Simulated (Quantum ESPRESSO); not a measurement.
Input and output of a self-consistent single point for Mg₂Si (Fm-3m, 3 atoms in the cell) (Quantum ESPRESSO).

Method of the run: PBE, GBRV 1.5 ultrasoft (PBE) pseudopotentials (plane waves; Quantum ESPRESSO).

```yaml
crystal:
  lattice:
    - [-3.24304, 0.00000, 3.24304]
    - [0.00000, 3.24304, 3.24304]
    - [-3.24304, 3.24304, 0.00000]
  atoms:
    - { symbol: Mg, position: [0.25000, 0.25000, 0.25000] }
    - { symbol: Mg, position: [0.75000, 0.75000, 0.75000] }
    - { symbol: Si, position: [0.00000, 0.00000, 0.00000] }
```

Reference input (self-consistent single point, DFT, PBE, plane waves, GBRV 1.5 ultrasoft (PBE) pseudopotentials): ecutwfc = 40 Ry; ecutrho = 200 Ry; occupations = smearing; smearing = fermi-dirac; degauss = 0.000734986 Ry; potentials = {Mg: mg_pbe_v1.4.uspp.F.UPF, Si: si_pbe_v1.uspp.F.UPF}; K_POINTS = automatic 7 7 7 0 0 0; conv_thr = 1e-09 Ry. This run's input differs from it in these lines:

```diff
@@ -30,3 +30,3 @@
 K_POINTS automatic
-7 7 7  0 0 0
+14 14 14  0 0 0
```

Output (repeated stretches shortened):

```
     Self-consistent Calculation

     iteration #  1     ecut=    40.00 Ry     beta= 0.70

     total energy              =    -260.14312855 Ry
     estimated scf accuracy    <       0.43210699 Ry

     iteration #  2     ecut=    40.00 Ry     beta= 0.70

     total energy              =    -260.26059684 Ry
     estimated scf accuracy    <       0.08813480 Ry

     iteration #  3     ecut=    40.00 Ry     beta= 0.70

     total energy              =    -260.27666038 Ry
     estimated scf accuracy    <       0.00177114 Ry

   [... 2 blocks of this kind left out ...]

     iteration #  6     ecut=    40.00 Ry     beta= 0.70

     total energy              =    -260.27679309 Ry
     estimated scf accuracy    <       0.00000004 Ry

     iteration #  7     ecut=    40.00 Ry     beta= 0.70
     End of self-consistent calculation

     Number of k-points >= 100: set verbosity='high' to print the bands.

     the Fermi energy is     5.3306 ev

!    total energy              =    -260.27679310 Ry
     estimated scf accuracy    <          4.9E-10 Ry
     smearing contrib. (-TS)   =      -0.00000000 Ry
     internal energy E=F+TS    =    -260.27679310 Ry

     convergence has been achieved in   7 iterations

     Forces acting on atoms (cartesian axes, Ry/au):

     atom    1 type  1   force =     0.00000000   -0.00000000    0.00000000
   [... zero for the other atoms too ...]

     Total force =     0.000000     Total SCF correction =     0.000000

          total   stress  (Ry/bohr**3)                   (kbar)     P=      -27.60
  -0.00018760   0.00000000   0.00000000          -27.60        0.00        0.00
   0.00000000  -0.00018760  -0.00000000            0.00      -27.60       -0.00
   0.00000000  -0.00000000  -0.00018760            0.00       -0.00      -27.60

   JOB DONE.
```

The run converged in 7 iterations. Against the reference run the free energy falls by 3.1 meV/atom, the pressure hardly changes (-2.78 to -2.76 GPa) and the gap on the mesh goes from 0.389 to 0.284 eV.

The starting cell comes from a database of computed structures (which also holds hypothetical and non-ambient phases and stackings), without a prior relaxation at this level. Its lattice was rescaled by a random factor within 2.5 % of one.

Cost on one core of a shared machine: roughly 60 s.
